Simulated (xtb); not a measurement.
xtb 6.7.1, GFN1-xTB: C[Si](C)(C)c1ccc2cc(-c3cc4sc(-c5ccc(C(F)(F)F)[se]5)cc4s3)ccc2c1, 50 atoms. The geometry is a generated start, not checked to be a minimum at this level.

```yaml
method: GFN1-xTB
"--acc": 1 (default)
"--etemp (K)": 300 (default)
detailed input (--input): "none: ANC optimiser, Lindh (1995) Hessian, microcycle=20, maxdispl=1.0, hlow=0.01 (default)"
basis_functions: 186
valence_electrons: 158
```

The structure is relaxed from this start with --opt LEVEL for the levels crude, sloppy, loose, lax, normal, tight, vtight, extreme, once each. Up to the end of the extreme run atoms move by at most 0.84 Å along an axis.

Which level is enough to come within 1 meV of the tightest end point?

vtight: 104 cycles against 115, ending 0.042 meV above.

| level | cycles | energy above the extreme run (meV) | gradient norm (eV/Å) |
|---|---|---|---|
| crude | 8 | 80 | 0.39 |
| sloppy | 12 | 61 | 0.20 |
| loose | 31 | 5.9 | 0.20 |
| lax | 35 | 3.5 | 0.091 |
| normal | 39 | 2.4 | 0.039 |
| tight | 42 | 2.1 | 0.034 |
| vtight | 104 | 0.042 | 0.0018 |
| extreme | 115 | — | 0.0022 |
